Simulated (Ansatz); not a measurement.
# Pressure series in InSb

Consider InSb in the rock salt structure (space group Fm-3m, No. 225; a = 6.035 Å; a model cell, its experimental status unchecked).

Cell and atoms are relaxed at each pressure.

Calculations: Ansatz (a program for electronic structure), PBEsol, PAW, cutoff 420 eV, no spin-orbit coupling.

```tsv
change	shortest interatomic distance	density
base	3.017 Å	7.15 g/cm³
pressure −2 GPa	3.057 Å	6.87 g/cm³
pressure −1 GPa	3.036 Å	7.02 g/cm³
pressure 1.8 GPa	2.987 Å	7.37 g/cm³
pressure 4.2 GPa	2.954 Å	7.62 g/cm³
pressure 9 GPa	2.900 Å	8.05 g/cm³
pressure 18 GPa	2.826 Å	8.70 g/cm³
pressure 30 GPa	2.755 Å	9.39 g/cm³
pressure 45 GPa	2.690 Å	10.09 g/cm³
pressure 60 GPa	2.640 Å	10.67 g/cm³
```

Load acts through the strain it causes; cell and atoms are relaxed under it. Stability against distortions was not tested. No other phases were tried under pressure. The final runs are not spin-polarised. This is not the structure that InSb has at room temperature and ambient pressure.
